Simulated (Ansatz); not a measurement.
Take Si (space group P6_3/mmc, No. 194; a cell from a computed database, its experimental status unchecked) as the base.

```
CELL_PARAMETERS angstrom
      3.83200     0.00000     0.00000
     -1.91600     3.31861     0.00000
      0.00000     0.00000     6.34165
ATOMIC_POSITIONS crystal
  Si 0.33333 0.66667 0.06308
  Si 0.66667 0.33333 0.93692
  Si 0.66667 0.33333 0.56308
  Si 0.33333 0.66667 0.43692
```

Cartesian axes are those of the cell as printed.

The values are results of Ansatz (a first-principles code), r2SCAN, PAW, cutoff 500 eV, no spin-orbit coupling, earlier PAW set, not measurements.

Modification: the cell is scaled by 1.0092 in all directions, atoms relaxed at fixed cell.

Q: Predict the stress tensor and what it implies for the stiffness.

A: Stress of the strained cell less that of the base (GPa, compression positive):
```
  -2.48    0.00    0.00
   0.00   -2.48    0.00
   0.00    0.00   -2.56
```

Then B = −ΔP/(ΔV/V₀) with ΔV/V₀ = 0.0279 gives secant stiffness values (nonlinear terms included at this strain): B (at held cell shape, above the free-shape value) ≈ 90 GPa.

As a check, the harmonic strain energy −½ V₀ Δσ:ε is 4.4 meV/atom; the computed energy rise is 4.5 meV/atom.

Whether these cells are dynamically stable was not tested. This is not the structure that Si has at room temperature and ambient pressure.
